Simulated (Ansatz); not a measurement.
Start from GaAs in the zinc blende structure (space group F-43m, No. 216).

```cif
data_AsGa
_chemical_formula_sum 'Ga1 As1'
_space_group_name_H-M_alt 'P 1'
_space_group_IT_number 1
_cell_length_a 4.00696
_cell_length_b 4.00696
_cell_length_c 4.00696
_cell_angle_alpha 60.000
_cell_angle_beta 60.000
_cell_angle_gamma 60.000
loop_
_space_group_symop_operation_xyz
  'x, y, z'
loop_
_atom_site_label
_atom_site_type_symbol
_atom_site_fract_x
_atom_site_fract_y
_atom_site_fract_z
_atom_site_occupancy
Ga1 Ga 0.00000 0.00000 0.00000 1
As1 As 0.25000 0.25000 0.25000 1
```

Calculations: r2SCAN (Ansatz, an electronic-structure program; PAW; 500 eV plane waves; spin-orbit coupling left out).

Strains are applied to the cell and any free atomic positions relax.

One change was made to it. Results:

| quantity | base | after |
|---|---|---|
| band gap | 0.96 eV | 1.08 eV |
| gap character | direct at Γ | direct at Γ |
| electron mass | 0.051 mₑ (at Γ) | 0.056 mₑ (at Γ) |

**Question.** What was done to the base?
A) isotropic strain −1.00 %
B) isotropic strain −0.50 %
C) isotropic strain −2.00 %

**Answer.** B, isotropic strain −0.50 %. For comparison, the band gap in the other runs: isotropic strain −2.00 % gives 1.46 eV; isotropic strain −1.00 % gives 1.21 eV.

Masses are band curvatures over ±0.01 Å⁻¹ around the edge. Whether these cells are dynamically stable was not tested.
